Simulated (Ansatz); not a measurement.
The structure below was relaxed with r2SCAN+rVV10 in Ansatz (plane waves to 500 eV, PAW, scalar-relativistic without spin-orbit coupling), at pressure 7.5 GPa.

Space group P-3m1 (No. 164); a = 3.563 Å, b = 3.563 Å, c = 3.842 Å, α = 90.00°, β = 90.00°, γ = 120.00°

| atom | site | symmetry | x | y | z |
|---|---|---|---|---|---|
| Ce | 1a | -3m. | 0.0000 | 0.0000 | 0.0000 |
| O | 2d | 3m. | 0.3333 | 0.6667 | 0.2323 |

Problem. Write out a cell with all atoms.

Solution. 
```
CeO2
1.0
    3.56268     0.00000     0.00000
   -1.78134     3.08537     0.00000
    0.00000     0.00000     3.84219
Ce O
1 2
Cartesian
  0.00000   0.00000   0.00000
  0.00000   2.05692   0.89260
  1.78134   1.02846   2.94959
```
This is the conventional cell.

Load acts through the strain it causes; cell and atoms are relaxed under it. Stability against distortions was not tested. No other phases were tried under pressure. All final runs are without spin polarisation. The cell was made from CeO2 in the CdI2 type structure (space group P-3m1, No. 164; a hypothetical phase, not in the database extracts checked) by this change: pressure 7.5 GPa.

Ansatz is an electronic-structure program.
